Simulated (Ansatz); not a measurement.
Consider Si-vacancy pair (Si on one host Rh site, one Rh site vacant) in fcc Rh, neutral cell. Method: PBE, PAW (plane waves to 420 eV; Ansatz, a program for electronic structure).

Settings: 32 host sites, the relaxed PBE lattice, a 2×2×2 k-point mesh shifted by half a step, smearing 0.10 eV, spin-restricted, no image-charge correction. No zero-point or tunnelling terms. Forms of the defect that were not tried may lie lower.

Barriers: single points on a 4×4×4 k-point mesh shifted by half a step at the bands' geometries.

The step: Si and the vacancy change places (Si-vacancy distance between ideal sites 2.71 Å throughout). Atoms about the jump, Cartesian Å from the middle of the jump, before and after:

```
atom     x0     y0     z0     x1     y1     z1
----  -----  -----  -----  -----  -----  -----
Si1    0.00  -0.96  -0.96   0.00   0.96   0.96
Rh2    1.87   0.94  -0.94   1.87   0.94  -0.94
Rh3   -1.87   0.94  -0.94  -1.87   0.94  -0.94
Rh4   -1.87  -0.94   0.94  -1.87  -0.94   0.94
Rh5    1.87  -0.94   0.94   1.87  -0.94   0.94
Rh6    0.00   2.87  -0.94   0.00   2.88  -0.96
Rh7    0.00   0.96  -2.88   0.00   0.94  -2.87
Rh8    0.00  -0.94   2.87   0.00  -0.96   2.88
Rh9    0.00  -2.88   0.96   0.00  -2.87   0.94
Rh10  -1.91   2.86   0.96  -1.92   2.87   0.96
Rh11   1.91   2.86   0.96   1.92   2.87   0.95
Rh12   1.92  -0.96  -2.87   1.91  -0.96  -2.86
Rh13  -1.92  -0.95  -2.87  -1.91  -0.96  -2.86
Rh14  -1.91   0.96   2.86  -1.92   0.96   2.87
Rh15   1.91   0.96   2.86   1.92   0.96   2.87
Rh16   1.92  -2.87  -0.96   1.91  -2.86  -0.96
Rh17  -1.92  -2.87  -0.96  -1.91  -2.86  -0.96
```

Give the saddle-point geometry and the barrier.


| atom | x | y | z |
|---|---|---|---|
| Si1 | 0.00 | 0.02 | -0.03 |
| Rh2 | 1.94 | 0.96 | -0.97 |
| Rh3 | -1.94 | 0.96 | -0.97 |
| Rh4 | -1.91 | -0.96 | 0.95 |
| Rh5 | 1.91 | -0.96 | 0.95 |
| Rh6 | 0.00 | 2.87 | -0.95 |
| Rh7 | 0.00 | 0.94 | -2.88 |
| Rh8 | 0.00 | -0.96 | 2.87 |
| Rh9 | 0.00 | -2.89 | 0.94 |
| Rh10 | -1.91 | 2.86 | 0.96 |
| Rh11 | 1.91 | 2.86 | 0.96 |
| Rh12 | 1.91 | -0.97 | -2.88 |
| Rh13 | -1.91 | -0.97 | -2.88 |
| Rh14 | -1.90 | 0.96 | 2.86 |
| Rh15 | 1.90 | 0.96 | 2.86 |
| Rh16 | 1.90 | -2.87 | -0.98 |
| Rh17 | -1.90 | -2.87 | -0.98 |
It lies 0.41 eV above the start and 0.41 eV above the end. The program found a first-order saddle point.
